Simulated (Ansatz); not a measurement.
Worked example: self-consistent single point of YGe (Cm, 4 atoms in the cell) in Ansatz (an electronic-structure program).

Level of theory: PBEsol, default PAW files made with PBE (plane waves; Ansatz).

The change in words: lattice scaled by 0.98; basis.ecutwfc: 420 eV → 505 eV. Reference geometry:
```
YGe
1.0
    2.14770    -5.37829     0.00000
    2.14770     5.37829     0.00000
    0.00000     0.00000     3.96646
Y Ge
2 2
Cartesian
  2.14770   3.88732   1.04162
  2.14770  -3.88732   2.97485
  2.14770   0.90764   0.99162
  2.14770  -0.90764   2.97485
```

Reference input (self-consistent single point, DFT, PBEsol, plane waves, default PAW files made with PBE): basis.ecutwfc = 420 eV; kpoints.mp_grid.grid = 5 5 5; hamiltonian.xc = pbesol; hamiltonian.pseudopotentials = {kind: paw} (the program's default PAW files); scf.occupations.method = fermi_dirac; scf.occupations.width = 0.1 eV. This run's input differs from it in these lines:

Ansatz 0.2 input:
```diff
@@ -2,5 +2,5 @@
   lattice:
-    - [2.147704, -5.378287, 0.000000]
-    - [2.147704, 5.378287, 0.000000]
-    - [0.000000, 0.000000, 3.966464]
+    - [2.104750, -5.270721, 0.000000]
+    - [2.104750, 5.270721, 0.000000]
+    - [0.000000, 0.000000, 3.887135]
   atoms:
@@ -11,3 +11,3 @@
 basis:
-  ecutwfc: 420.0 eV
+  ecutwfc: 505.0 eV
 kpoints:
```

The program printed (abridged):

```
SCF iter   1: F=—  HF=-16101.050063 eV  |F-HF|=—  |Δ(HF+E_count)|=         —  Δρ=2.60e-3  dr2=3.94e-3  ethr=1.77e-3  ⟨swp⟩=6.0  Hψ=4588  notcnv=0
all-band conjugate gradients solve this SCF's bands
preconditioner: auto → Kerker (q_TF=auto, 2.491 Å⁻¹)
SCF iter   2: F=—  HF=-16101.047424 eV  |F-HF|=—  |Δ(HF+E_count)|=   2.64e-3  Δρ=1.43e-3  dr2=1.43e-3  ethr=7.88e-6  ⟨swp⟩=2.0  Hψ=2135  notcnv=0
SCF iter   3: F=—  HF=-16101.047384 eV  |F-HF|=—  |Δ(HF+E_count)|=   3.96e-5  Δρ=5.54e-4  dr2=2.58e-4  ethr=2.86e-6  ⟨swp⟩=2.2  Hψ=1485  notcnv=0
SCF iter   4: F=—  HF=-16101.047363 eV  |F-HF|=—  |Δ(HF+E_count)|=   2.10e-5  Δρ=1.22e-4  dr2=1.54e-5  ethr=5.16e-7  ⟨swp⟩=2.6  Hψ=2157  notcnv=0
SCF iter   5: F=—  HF=-16101.047369 eV  |F-HF|=—  |Δ(HF+E_count)|=   5.95e-6  Δρ=3.45e-5  dr2=1.22e-6  ethr=3.08e-8  ⟨swp⟩=2.0  Hψ=2052  notcnv=0
SCF iter   6: F=-16101.047368 eV  HF=-16101.047368 eV  |F-HF|=4.08e-8  |Δ(HF+E_count)|=   4.34e-7  Δρ=9.27e-6  dr2=9.37e-8  ethr=2.00e-10  ⟨swp⟩=3.1  Hψ=4688  notcnv=0
SCF 1 converged in 6 iterations: F = -16101.047368 eV  dr2 = 9.37e-8
Free energy (F): -16101.047368 eV
Internal energy: -16100.976226 eV  (E = F + TS)
E sigma→0 (E₀):  -16101.011797 eV
Entropy (-TS):   -0.071143 eV (-17.786 meV/atom)
Fermi energy:    11.955741 eV
--- Forces (eV/Å), atoms counted from 1 ---
  atom   1  Y      0.00000000    -0.00745402    -0.34934721
  atom   2  Y      0.00000000    -0.00059633     0.09408978
  atom   3  Ge     0.00000000    -0.03799286     0.03757569
  atom   4  Ge     0.00000000     0.04603560     0.21768289
--- Stress (GPa, compression-positive) ---
        2.124927       0.000000       0.000000
        0.000000       1.650287       0.368222
        0.000000       0.368222       2.504483
  P = ⅓ Tr σ = 2.0932 GPa (20.932 kbar)
  The stress holds the Pulay correction. Without it, at fixed plane waves, as pw.x and ABINIT print it: P = 2.0838 GPa
```

The run converged in 6 iterations. Against the reference run the free energy drops by 5.5 meV/atom, the pressure goes from -2.97 to 2.09 GPa and the largest force goes from 0.299 to 0.349 eV/Å.

The starting cell comes from a database of computed structures (which also holds hypothetical and non-ambient phases and stackings), without a prior relaxation at this level. Its lattice was rescaled by up to half a per cent. One atom was moved a little off its site on purpose. For this run, on top of that: lattice scaled by 0.98. Ansatz's pressure includes its estimate of the finite-basis (Pulay) stress.
